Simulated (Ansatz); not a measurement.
## CaF$_{2}$ in the fluorite structure (space group Fm-3m, No. 225)

```xyz
3
Lattice="0.0000 2.7196 2.7196 2.7196 0.0000 2.7196 2.7196 2.7196 0.0000" Properties=species:S:1:pos:R:3 pbc="T T T"
Ca     0.0000     0.0000     0.0000
F      1.3598     1.3598     1.3598
F      4.0794     4.0794     4.0794
```

The values are results of r2SCAN, PAW, 500 eV (Ansatz, a program for electronic structure; no SOC), not measurements. Γ-centred 11×11×11 mesh, Fermi–Dirac width 0.05 eV.

```json
{
  "volume_per_atom": "13.41 Å³",
  "density": "3.22 g/cm³",
  "band_gap": "8.03 eV, indirect, X → Γ",
  "electron_mass": "0.56 mₑ",
  "Lowest conduction-band minima above the VBM": "Γ 8.03 eV; X along ⟨100⟩ 8.79 eV",
  "total_energy": "-1149.373 eV/atom (σ→0; compares only within this code and set-up)"
}
```

Effective masses come from finite differences of ±0.01 Å⁻¹. Whether these cells are dynamically stable was not tested.
